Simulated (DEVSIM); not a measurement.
Device: abrupt Ge n-p junction, at 350 K.

| layer (left to right) | material | thickness (μm) | Nd (cm⁻³) | Na (cm⁻³) | τn (s) | τp (s) |
|---|---|---|---|---|---|---|
| 1 | Ge | 2.10 | 9.7e17 | - | 8.7e-7 | 8.7e-7 |
| 2 | Ge | 1.10 | - | 2.3e15 | 8.7e-7 | 8.7e-7 |

Left contact: ohmic. Right contact: ohmic. Voltage is applied to the left contact. Recombination: SRH at mid-gap, Auger. Mobility is μmin + (μ − μmin)/(1 + (N/Nref)^α).

This is a model device: material constants are rounded textbook-type values typed into the input, and sizes, dopings and lifetimes were drawn at random. Values at 300 K; Nc and Nv go as T^1.5, mobilities as T to minus their exponent, the gap by Varshni's rule with the affinity fixed.

```csv
parameter,Ge
gap (eV),0.664
affinity (eV),4
permittivity,16
Nc (cm⁻³),1.04e19
Nv (cm⁻³),6e18
μn (cm²/Vs),3900
μp (cm²/Vs),1900
"μn,min",150
"μp,min",100
"Nref,n",2.6e17
"Nref,p",4e17
αn,0.56
αp,0.6
T exponent of μn,1.66
T exponent of μp,2.33
Cn (cm⁶/s),1e-31
Cp (cm⁶/s),1e-31
Varshni α (eV/K),0.000477
Varshni β (K),235
```

Simulated with DEVSIM: 1D drift-diffusion, Boltzmann statistics, complete ionisation; no tunnelling, impact ionisation, image-force lowering or self-heating.

**Question.** Tabulate band edges, carrier densities and field at zero bias.

**Answer.** Energies count from the Fermi level of the right contact; mesh points crowd at the junctions.

```
x (μm)   Ec (eV)  Ev (eV)  n (cm⁻³)  p (cm⁻³)  field (V/cm)
-------  -------  -------  --------  --------  ------------
0.000      0.079   -0.566    9.7e17    5.4e10           ≈ 0
0.02012    0.079   -0.566    9.7e17    5.4e10           ≈ 0
0.06003    0.079   -0.566    9.7e17    5.4e10           ≈ 0
0.1293     0.079   -0.566    9.7e17    5.4e10           ≈ 0
0.3170     0.079   -0.566    9.7e17    5.4e10           ≈ 0
0.6218     0.079   -0.566    9.7e17    5.4e10           ≈ 0
1.132      0.079   -0.566    9.7e17    5.4e10           ≈ 0
1.678      0.079   -0.566    9.7e17    5.4e10           ≈ 0
1.888      0.079   -0.566    9.7e17    5.4e10           ≈ 0
1.995      0.079   -0.566    9.7e17    5.4e10           ≈ 0
2.053      0.079   -0.566    9.7e17    5.4e10            11
2.094      0.090   -0.555    6.7e17    7.7e10         20000
2.111      0.149   -0.495    9.3e16    5.6e11         27000
2.139      0.203   -0.442    1.6e16    3.3e12         14000
2.220      0.282   -0.363    1.1e15    4.5e13          7300
2.336      0.346   -0.299    1.4e14    3.8e14          4000
2.543      0.391   -0.254    3.1e13    1.7e15           880
2.836      0.400   -0.245    2.3e13    2.3e15            63
3.047      0.400   -0.244    2.3e13    2.3e15           ≈ 0
3.126      0.400   -0.244    2.3e13    2.3e15           ≈ 0
3.172      0.400   -0.244    2.2e13    2.3e15           ≈ 0
3.200      0.400   -0.244    2.2e13    2.3e15           ≈ 0
```
